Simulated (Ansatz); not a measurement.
The starting structures come from a database of crystals and need not be the phases stable at ambient conditions.

Tunnelling through a barrier is set by its complex band structure: the current falls as exp(−2κd) with the smallest κ.

```
Hg2ClP3
1.0
    5.92376     0.00441     0.02155
   -0.68330     5.88422     0.02155
    0.73624     0.82730     7.51569
Hg P Cl
4 6 2
Direct
  0.14161   0.41001   0.16667
  0.85839   0.58999   0.83333
  0.58999   0.85839   0.33333
  0.41001   0.14161   0.66667
  0.05974   0.17648   0.52241
  0.94026   0.82352   0.47759
  0.82352   0.94026   0.97759
  0.17648   0.05974   0.02241
  0.19595   0.80405   0.25000
  0.80405   0.19595   0.75000
  0.62920   0.37080   0.25000
  0.37080   0.62920   0.75000
```

Space group of this cell: C2/c. The cell was relaxed by PBE-D3(BJ); by PBEsol its mean pressure is -0.8 GPa.

Transport runs along the normal of the first two printed cell vectors.

The gap is the functional's own. No spin-orbit coupling. Mid-gap values are interpolated on the energy grid.

Task: Compute, with PBEsol run with Ansatz (a first-principles code), the band gap and the smallest decay constant κ at mid-gap.

Result: Gap 1.13 eV on a 6×6×4 mesh; κ = 0.154 1/Å, at (-0.333, 0.333) of the in-plane reciprocal vectors. At the zone centre, at the nearest computed energy, the slowest state has κ = 0.17 1/Å.
